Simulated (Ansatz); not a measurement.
Consider ZrN in the rock salt structure (space group Fm-3m, No. 225; a = 4.5531 Å; relaxed with 0.1 eV smearing). Axes: x, y, z lie along the cube axes.

Structures relaxed with Ansatz (a quantum-chemistry and plane-wave program) PBEsol, no SOC, earlier PAW set.

Base:

Simulated powder pattern, Cu Kα, λ = 1.54184 Å (kinematic, ideal powder, no thermal factors, no anomalous dispersion; the 10 strongest lines at most, above 2 %, up to 2θ = 90°):

| 2θ (°) | I/Imax (%) | hkl |
|---|---|---|
| 34.11 | 100 | (111) |
| 39.59 | 89 | (200) |
| 57.23 | 57 | (220) |
| 68.33 | 42 | (311) |
| 71.82 | 19 | (222) |
| 85.26 | 9.0 | (400) |

The change: biaxial strain +0.84 %, plane normal [001], relaxed out of plane (Cartesian); in-plane vectors clamped, the third vector and the atoms free.

After the change:

Simulated powder pattern, Cu Kα, λ = 1.54184 Å (kinematic, ideal powder, no thermal factors, no anomalous dispersion; the 10 strongest lines at most, above 2 %, up to 2θ = 90°):

```json
[
 {"2θ (°)": "33.95", "d (Å)": "2.641", "I/Imax (%)": "100", "hkl": "(111)"},
 {"2θ (°)": "39.24", "d (Å)": "2.296", "I/Imax (%)": "60", "hkl": "(200)"},
 {"2θ (°)": "39.72", "d (Å)": "2.269", "I/Imax (%)": "29", "hkl": "(002)"},
 {"2θ (°)": "56.71", "d (Å)": "1.623", "I/Imax (%)": "19", "hkl": "(220)"},
 {"2θ (°)": "57.07", "d (Å)": "1.614", "I/Imax (%)": "38", "hkl": "(202)"},
 {"2θ (°)": "67.76", "d (Å)": "1.383", "I/Imax (%)": "29", "hkl": "(311)"},
 {"2θ (°)": "68.41", "d (Å)": "1.371", "I/Imax (%)": "14", "hkl": "(113)"},
 {"2θ (°)": "71.45", "d (Å)": "1.320", "I/Imax (%)": "19", "hkl": "(222)"},
 {"2θ (°)": "84.39", "d (Å)": "1.148", "I/Imax (%)": "6.1", "hkl": "(400)"},
 {"2θ (°)": "85.60", "d (Å)": "1.135", "I/Imax (%)": "2.9", "hkl": "(004)"}
]
```

The indices refer to the base's conventional cell; one index is shown for lines that coincide. The space group is now I4/mmm (No. 139).

Stability against distortions was not tested. The final runs are not spin-polarised.
